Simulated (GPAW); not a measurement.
Convergence study of shifted k-point meshes for Rb (Im-3m, 1 atom in the cell)

```
CELL_PARAMETERS angstrom
     -2.83347     2.83347     2.83347
      2.83347    -2.83347     2.83347
      2.83347     2.83347    -2.83347
ATOMIC_POSITIONS crystal
  Rb 0.00000 0.00000 0.00000
```

Method of the run: LDA (Perdew-Wang 92), GPAW PAW datasets LDA (gpaw-data 1.0.1) (plane waves; GPAW).

Base settings: mode = pw; ecut = 600 eV; xc = LDA; kpts = 5 5 5; mesh shift (steps) = 0 0 0; occupations.name = fermi-dirac; occupations.width = 0.1 eV; nbands = -9; convergence.density = 1e-05 e/electron; convergence.energy = 1e-05 eV/electron.

In this ladder: kpts_shift = 0.5 0.5 0.5.

Only quantities that move along the ladder and can be compared are tabulated.

The count of work is k-points × plane waves × bands × iterations; it is no time. Core times come from one kind of shared machine, to one figure; runs under 30 s give none.

The starting cell has typed, rounded lattice constants, without a prior relaxation at this level. Its lattice was rescaled by up to half a per cent.

| kpts | free energy less the last step's (meV/atom) | pressure (GPa) | count of work / last | core time / last (rough) |
|---|---|---|---|---|
| 2 2 2 | 46.10 | -0.22 | 0.0042 | – |
| 3 3 3 | 26.32 | -0.36 | 0.0098 | – |
| 4 4 4 | -10.14 | -0.42 | 0.013 | – |
| 5 5 5 | 16.59 | -0.40 | 0.023 | – |
| 6 6 6 | -9.24 | -0.44 | 0.030 | – |
| 7 7 7 | 4.89 | -0.42 | 0.046 | – |
| 8 8 8 | -2.52 | -0.44 | 0.055 | – |
| 9 9 9 | 0.97 | -0.42 | 0.074 | – |
| 10 10 10 | -0.47 | -0.43 | 0.11 | 0.1 |
| 11 11 11 | 0.16 | -0.43 | 0.12 | – |
| 12 12 12 | -0.11 | -0.43 | 0.14 | – |
| 13 13 13 | 0.05 | -0.43 | 0.18 | 0.3 |
| 15 15 15 | 0.01 | -0.43 | 0.25 | 0.2 |
| 16 16 16 | 0.00 | -0.43 | 0.34 | 0.3 |
| 18 18 18 | 0.01 | -0.43 | 0.40 | 0.4 |
| 20 20 20 | 0.01 | -0.43 | 0.57 | 0.4 |
| 22 22 22 | 0.00 | -0.43 | 0.74 | 0.6 |
| 24 24 24 | 0.00 | -0.43 | 1.0 | 1 |

Coarsest kpts that holds the pressure within 0.05 GPa of the last step, with all finer ones: 4 4 4, at 0.013 of the last step's count of work; the step before is off by 0.07 GPa.

Coarsest kpts that holds the free energy within 2 meV/atom of the last step, with all finer ones: 9 9 9, at 0.074 of the last step's count of work; the step before is off by 2.5 meV/atom.
